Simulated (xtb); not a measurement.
xtb 6.7.1, GFN2-xTB: O=Cc1ccc(-c2ccc(-c3cccc(C(F)(F)F)c3)[se]2)cc1, 34 atoms. The geometry is a generated start, not checked to be a minimum at this level.

```json
{
  "run_flags": "--grad",
  "method": "GFN2-xTB",
  "--acc": "1 (default)",
  "--etemp (K)": "300 (default)",
  "basis_functions": "109",
  "valence_electrons": "116"
}
```

One run each on 1 thread. Values of broydamp tried: 0.02, 0.05, 0.1, 0.2, 0.4 (default), 0.6, 0.8, 1.

Question: How does the count of SCC iterations change with broydamp, and where is it least?

Answer: Fewest SCC iterations, within one of each other: 0.2 with 14, 0.4 (default) with 13, 0.6 with 13, 0.8 with 14. The count rises to 20 at 0.02. All converge to one solution.

```json
[
 {"broydamp": "0.02", "SCC iterations": "20", "end": "same solution"},
 {"broydamp": "0.05", "SCC iterations": "18", "end": "same solution"},
 {"broydamp": "0.1", "SCC iterations": "16", "end": "same solution"},
 {"broydamp": "0.2", "SCC iterations": "14", "end": "same solution"},
 {"broydamp": "0.4 (default)", "SCC iterations": "13", "end": "same solution"},
 {"broydamp": "0.6", "SCC iterations": "13", "end": "same solution"},
 {"broydamp": "0.8", "SCC iterations": "14", "end": "same solution"},
 {"broydamp": "1", "SCC iterations": "15", "end": "same solution"}
]
```
